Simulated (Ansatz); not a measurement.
Zr: stress against strain

Zr (hcp, P6_3/mmc, 22.470 Å³/atom at rest, c along z) under a strain ε along a direction in the basal plane (axis x), the other axes held. PBEsol in Ansatz, a plane-wave DFT program (PAW, default set), 420 eV, 21×21×11 Γ-centred mesh, Fermi-Dirac smearing 0.10 eV; ions are relaxed within the symmetry of each cell. Stress is positive for a compressed cell.

Here s stands for strain and y for stress xx.

| strain (%) | stress xx (GPa) |
|---|---|
| -3.00 | ? |
| -1.50 | 2.05 |
| -1.00 | 1.37 |
| -0.50 | 0.73 |
| 0.00 | 0.01 |
| 0.50 | -0.70 |
| 1.00 | -1.32 |
| 1.50 | -1.97 |

Problem. Using a straight line, estimate the missing y at s = -3.00 from the other rows, showing the fit.

Solution. Means: s 0, y 0.024. About the means, the sum of products is -9.4350 and the sum of squares of s is 7.0000; the slope is their ratio. Least squares gives y = 0.024 - 1.3479·s. Residuals (row less fit): 0.004, -0.002, 0.032, -0.014, -0.050, 0.004, 0.028; standard error 0.030 (degrees of freedom: 5). The slope gives the elastic constant C11 = 135 ± 1.1 GPa. At the withheld row, y = 0.024 - 1.3479 × (-3.0) = 4.068 GPa. The calculation gives 4.07 GPa, which the fit meets to the printed digits. The row lies outside the fitted rows, so this is an extrapolation. From the scatter of the fitted rows alone, a prediction at this place has a standard error of 0.047 GPa, so the miss is 0.0 times that.

In a metal these values are sensitive to mesh and smearing; energies are taken to zero smearing, stresses follow the free energy. Rows are the converged runs of the series near zero and its far end; series whose fitted rows scatter by over a few per cent of the range, as at a crossing or softening among them, aren't shown in this form. Most that stay on the fit to the last digits aren't either.
